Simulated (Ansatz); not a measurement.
Start from ZnSe in the zinc blende structure (space group F-43m, No. 216; a = 5.6337 Å). Axes: x, y, z lie along the cube axes.

Computed with Ansatz (a first-principles code), PBEsol, PAW, cutoff 420 eV, without spin-orbit coupling, earlier PAW set.

Now apply this change: the cell is stretched by 2.26 % along y with no lateral relaxation; the atoms relax in the strained cell.

**Question.** Predict the stress tensor and what it implies for the stiffness.

**Answer.** Stress of the strained cell less that of the base (GPa, compression positive):
```
  -1.11    0.00    0.00
   0.00   -1.96    0.00
   0.00    0.00   -1.11
```

Then −Δσ_ii/ε with ε = 0.0226 gives secant stiffness values (nonlinear terms included at this strain): C22 ≈ 87 GPa, C12 ≈ 49 GPa and C23 ≈ 49 GPa.

Whether these cells are dynamically stable was not tested.
